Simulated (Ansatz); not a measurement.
The reference is NiO in the rock salt structure (space group Fm-3m, No. 225; a = 4.1886 Å; ferromagnetic). Axes: x, y, z lie along the cube axes.

Now apply this change: tensile biaxial strain of 0.42 % in the plane normal to [001], as in epitaxy on a mismatched substrate; the out-of-plane cell vector and the atoms relax.

All numbers come from r2SCAN (Ansatz, a quantum-chemistry and plane-wave program; PAW; 500 eV plane waves; scalar-relativistic without spin-orbit coupling).

Task: Give the band edges at the high-symmetry points of the new zone, measured from its valence-band maximum.

Result: 
```
point  valence edge (eV)  conduction edge (eV)
-----  -----------------  --------------------
Γ                  -2.13                  0.80
X                  -1.16                  1.27
P                  -1.18                  1.66
N                   0.00                  3.49
M                  -1.17                  1.28
S                  -1.03                  1.92
S₀                 -1.03                  1.92
R                  -1.17                  1.69
G                  -1.17                  1.69
```

The gap is 0.80 eV, indirect, N → Γ.

Whether these cells are dynamically stable was not tested. No Hubbard U is applied and the magnetic state is the run's own (NiO ferromagnetic); small cells can't hold the antiferromagnetic order that many such compounds have, so gaps and moments can be off. A gap here joins edges of opposite spin (a spin-flip gap). In its common phase, real NiO is an antiferromagnetic insulator at low temperature. Labels are those of the standard path for the cell's own space group.
